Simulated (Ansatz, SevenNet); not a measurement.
For 1T (CdI2-type) MgI2, the machine-learned potential SevenNet-0 (trained on PBE and PBE+U data) gives:

```
Item                  Value
------------------  -------
lattice constant a  4.228 Å
c axis length       7.684 Å
```

Q: What does r²SCAN+rVV10 in Ansatz (plane waves, PAW) give for the same quantities?

A: 
- lattice constant a: 4.154 Å (decreases by 1.8 %)
- lattice parameter c: 6.879 Å (shrinks by 10 %)

For comparison: lattice constant a 4.14 Å (measured, temperature not stated, copied from a table, unchecked, not corrected to a static lattice; as tabulated in Crystal Structures 1, 239 (1963)); lattice parameter c 6.88 Å (measured, temperature not stated, copied from a table, unchecked, no zero-point or thermal correction; as tabulated in Crystal Structures 1, 239 (1963)).

Changes are worked out from the printed values.

Unless a cell is named, each level is at its own relaxed cell (SevenNet-0 39.65, r²SCAN+rVV10 34.27 Å³/atom).

Ansatz's density-functional and Hartree–Fock values are scalar-relativistic unless marked +SOC, with PAW data made under PBE.

Ansatz is a first-principles code.
